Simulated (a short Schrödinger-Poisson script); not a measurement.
Structure: MOS inversion layer, SiO2 on p-type Ge(111), at 300 K.

| layer | material | thickness (nm) | Na (cm⁻³) |
|---|---|---|---|
| 1 | SiO2 | 3.7 | - |
| 2 | Ge | 1500 | 8.1e16 |

Constants are typed, rounded textbook-type inputs, not results; the design itself was drawn at random and stands for no fabricated device. SiO2: permittivity 3.9, conduction-band edge (eV) 3.1, gap (eV) 9, electron mass (mₑ) 0.5. Ge: permittivity 16, conduction-band edge (eV) 0, gap (eV) 0.664, Nv at 300 K (cm⁻³) 6e18.

Channel valleys (confinement mass, in-plane density-of-states mass, number): L1 1.59, 0.08, 1; L3 0.09, 0.34, 3. At the gate the conduction-band edge of layer 1 lies 3.14 eV − eVg above the Fermi level of the channel; the field vanishes at the back. Gaps are held at their typed values at every temperature. Mesh 0.03 nm at interfaces.

Solved with a short Schrödinger-Poisson script written for these runs: 1D Poisson equation in equilibrium, electrons quantum, Hartree (BenDaniel-Duke, 12 states a valley, the channel's in-plane mass for all, wave functions free to enter the dielectric), parabolic valleys, classical holes, full ionisation, no traps, pinning or gate leakage.

The same stack at other levels of the model or other numerical settings:

```tsv
run	sheet density of all electrons at Vg = 2.4 V (cm⁻²)	sheet density of all electrons at Vg = 0.6 V (cm⁻²)	capacitance at Vg = 2.4 V (μF/cm²)	centroid of the channel electrons at Vg = 2.4 V (nm)	rough cost against the base
base	1.13e13	2.03e12	0.850	2.16	about 1
electrons treated as classical, Boltzmann	1.23e13	[?]	0.911	0.81	0.03
electrons treated as classical, Fermi-Dirac	1.19e13	2.27e12	0.874	1.28	0.2
mesh six times as coarse	1.13e13	2.02e12	0.849	2.18	0.2
one subband a valley	1.13e13	[?]	0.850	[?]	0.5
```

Question: What belongs in the gaps?

Answer: 
- one subband a valley, centroid of the channel electrons at Vg = 2.4 V (nm): 2.06
- electrons treated as classical, Boltzmann, sheet density of all electrons at Vg = 0.6 V (cm⁻²): 2.31e12
- one subband a valley, sheet density of all electrons at Vg = 0.6 V (cm⁻²): 1.99e12

The classical rows ignore confinement, and Boltzmann statistics overrate the density once the band edge passes the Fermi level.

Only the L valleys are kept; under strong confinement the Δ valleys of Ge fill too.
